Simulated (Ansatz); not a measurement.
**Pressure series in SiC**

Start from SiC (space group P6_3mc, No. 186).

```
CELL_PARAMETERS angstrom
      3.07812     0.00000     0.00000
     -1.53906     2.66573     0.00000
      0.00000     0.00000    10.07618
ATOMIC_POSITIONS crystal
  Si 0.00000 0.00000 0.00032
  Si 0.00000 0.00000 0.50032
  Si 0.66667 0.33333 0.75025
  Si 0.33333 0.66667 0.25025
  C  0.00000 0.00000 0.81285
  C  0.00000 0.00000 0.31285
  C  0.66667 0.33333 0.56221
  C  0.33333 0.66667 0.06221
```

Cell and atoms are relaxed at each pressure.

Calculations: plane-wave PAW DFT at the PBEsol level (Ansatz, a quantum-chemistry and plane-wave program, 420 eV), no SOC, earlier PAW set.

Two rows of this table had their results exchanged by mistake.

| pressure | volume per atom (Å³) | shortest distance (Å) | band gap |
|---|---|---|---|
| pressure −2 GPa | 10.43 | 1.889 | 2.12 eV |
| pressure −1 GPa | 10.38 | 1.886 | 2.12 eV |
| pressure 1.8 GPa | 10.25 | 1.878 | 2.12 eV |
| pressure 4.2 GPa | 10.15 | 1.872 | 2.12 eV |
| pressure 9 GPa | 8.88 | 1.791 | 2.14 eV |
| pressure 18 GPa | 9.63 | 1.840 | 2.13 eV |
| pressure 30 GPa | 9.27 | 1.816 | 2.13 eV |
| pressure 45 GPa | 9.95 | 1.860 | 2.13 eV |
| pressure 60 GPa | 8.56 | 1.769 | 2.14 eV |

Which two?

The rows for pressure 9 GPa and pressure 45 GPa: the volume has to fall steadily with pressure, so 9.95 Å³ belongs to pressure 9 GPa and 8.88 Å³ to pressure 45 GPa.

Load acts through the strain it causes; cell and atoms are relaxed under it. Stability against distortions was not tested. No other phases were tried under pressure.
